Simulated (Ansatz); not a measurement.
The starting structures come from a database of crystals and need not be the phases stable at ambient conditions.

## Evanescent states of Cu$_{2}$WS$_{4}$ (P-42m, not sure to be the ambient phase, 7 atoms a cell, 20.9 Å³ an atom) along the normal of (110)

All values below come from PBEsol (plane waves, PAW; Ansatz, a program for electronic structure).

No gap correction and no spin-orbit coupling; mid-gap values are interpolated between computed energies.

Energies count from the valence-band top; κ is the least over a 6×4 mesh across the current.

| E (eV) | κ (1/Å) | where |
|---|---|---|
| 0.04 | 0.096 | off Γ |
| 0.10 | 0.154 | off Γ |
| 0.17 | 0.187 | off Γ |
| 0.24 | 0.201 | off Γ |
| 0.32 | ___ | off Γ |
| 0.39 | ___ | off Γ |
| 0.46 | ___ | off Γ |
| 0.53 | ___ | off Γ |
| 0.59 | ___ | Γ |
| 0.67 | ___ | Γ |
| 0.73 | ___ | Γ |
| 0.81 | ___ | Γ |
| 0.88 | ___ | Γ |
| 0.94 | 0.244 | Γ |
| 1.01 | 0.231 | off Γ |
| 1.08 | 0.181 | off Γ |
| 1.16 | 0.104 | off Γ |

Task: Some entries are withheld; supply them.

Result: 
- 0.32, κ (1/Å): 0.213
- 0.39, κ (1/Å): 0.225
- 0.46, κ (1/Å): 0.236
- 0.53, κ (1/Å): 0.247
- 0.59, κ (1/Å): 0.255
- 0.67, κ (1/Å): 0.254
- 0.73, κ (1/Å): 0.252
- 0.81, κ (1/Å): 0.250
- 0.88, κ (1/Å): 0.247
